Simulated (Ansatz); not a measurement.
**Ge, response to strain**

Consider Ge in the diamond structure (space group Fd-3m, No. 227; a = 5.676 Å). Axes: x, y, z lie along the cube axes.

Strains are applied to the cell and any free atomic positions relax; under biaxial strain the out-of-plane vector relaxes too; under stress the whole cell relaxes.

Computed with PBEsol (Ansatz, an electronic-structure program), spin-orbit coupling left out.

Notes on the quantities. energy relative to the base: free energy F; pressure: mean of the normal stresses, compression positive.

| variant | band gap | energy relative to the base | pressure |
|---|---|---|---|
| base | zero | 0 meV/atom | 0.0 GPa |
| biaxial strain +4.80 %, plane normal [001], relaxed out of plane | zero | +36 meV/atom | -3.2 GPa |
| biaxial strain +1.48 %, plane normal [111], relaxed out of plane | zero | (withheld) | -1.5 GPa |
| uniaxial strain ε_xx = −4.19 % | zero | +15 meV/atom | 3.1 GPa |
| uniaxial strain ε_zz = +2.75 % | zero | (withheld) | -1.7 GPa |
| uniaxial stress, 2 GPa compression along z | 0.05 eV | (withheld) | – |

Task: Some entries are withheld; estimate them.

Result: 
- biaxial strain +1.48 %, plane normal [111], relaxed out of plane, energy relative to the base: +4.8 meV/atom
- uniaxial strain ε_zz = +2.75 %, energy relative to the base: +6.0 meV/atom
- uniaxial stress, 2 GPa compression along z, energy relative to the base: +3.3 meV/atom

Beyond what the load breaks, stability against distortions was not tested. A zero or small gap of Ge can be the functional's error rather than a property of the material.
